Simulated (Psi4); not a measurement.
Psi4 1.11, PBE0/def2-svp: Ti(O)(NH2)(Me) ([CH3][Ti]([NH2])=[O]), 9 atoms. The geometry is a generated start, not checked to be a minimum at this level.

| Property | Value |
|---|---|
| task | energy |
| method | pbe0 |
| basis | def2-svp |
| memory | 3 GB |
| maxiter | 100 |
| keys of the molecule block | symmetry c1 |
| scf_type | df (default) |
| guess | auto, which took SAD (default) |
| scf_initial_accelerator | adiis (default) |
| e_convergence | 1e-06 (default) |
| d_convergence | 1e-06 (default) |
| dft_radial_points | 75 (default) |
| dft_spherical_points | 302 (default) |
| basis functions | 98 |
| grid points | 195830 |

```xyz
9

Ti    -0.5214    -0.6861    -0.5949
O     -1.8199    -1.0048     0.2944
N     -0.6799     1.0790    -1.1784
H     -0.2637     1.5590    -1.9743
H     -1.4336     1.6578    -0.8001
C      0.9850    -0.6747     0.8494
H      1.1708     0.3806     1.1102
H      1.9354    -1.1280     0.5405
H      0.6273    -1.1828     1.7532
```

Charge 0 and multiplicity 1 are set for this test and not shown to be the ground state.

One run each on 2 threads. Values of diis_max_vecs tried: 3, 6, 10 (default), 20.

Q: Which value of diis_max_vecs needs the fewest SCF iterations, and what happens away from it?

A: Fewest SCF iterations, within one of each other: 6 with 11, 10 (default) with 11, 20 with 11. The count rises to 28 at 3. All converge to one solution.

```json
[
 {"diis_max_vecs": "3", "SCF iterations": "28", "end": "same solution"},
 {"diis_max_vecs": "6", "SCF iterations": "11", "end": "same solution"},
 {"diis_max_vecs": "10 (default)", "SCF iterations": "11", "end": "same solution"},
 {"diis_max_vecs": "20", "SCF iterations": "11", "end": "same solution"}
]
```
